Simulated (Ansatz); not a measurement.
Consider interstitial Cu in diamond with all lengths changed by -1 %, charge state +1. Computed with PBE, PAW (plane waves to 420 eV; Ansatz, a first-principles code).

64-site cell at the strained lattice (strain from the relaxed PBE one, atoms relaxed), a 2×2×2 k-point mesh shifted by half a step, smearing 0.01 eV, spin-restricted, no finite-size correction. No zero-point or tunnelling terms. The host's phase is taken as given; its stability against other phases was not computed. The charge state is imposed; whether it is stable for some Fermi level was not computed. Sites that were not tried may lie lower.

Barriers: single points on a 3×3×3 k-point mesh shifted by half a step at the bands' geometries.

The only route run: Cu moves alone to another site; the atom moves 1.54 Å along (-0.25, -0.25, 0.25) of the unit cell; the moving atom starts with neighbours 4 C at 1.72, 6 C at 1.90 Å and ends with 4 C at 1.72, 6 C at 1.90 Å. Its barrier is 0.57 eV. The saddle point's order was not checked, and it lies on a symmetry element of the cell, where a band can be held. The defect has 4 equivalent sites to jump to, 1.52 Å away. Attempt frequency: 8.3 THz from the moving atom's own harmonic modes, a rough value.

Estimate the defect's diffusion coefficient at 800 K, how far it wanders in 1 min, and how much an error of 0.1 eV in the barrier would matter.

kT = 0.0689 eV, so each jump happens at Γ = ν exp(−E/kT) = 8.3e12 × exp(−8.27) ≈ 2.1e+09 s⁻¹. For uncorrelated jumps in a cubic host D = z λ² Γ / 6 = 4 × (1.52e-8 cm)² × 2.1e+09 / 6 ≈ 3.2e-07 cm²/s. The root-mean-square distance is √(6Dt) ≈ 100 µm. An error of 0.1 eV changes D by a factor exp(0.1/kT) ≈ 4.3, and the distance by its square root. This is the isolated defect's own diffusivity; trapping, its concentration and zero-point motion are left out.
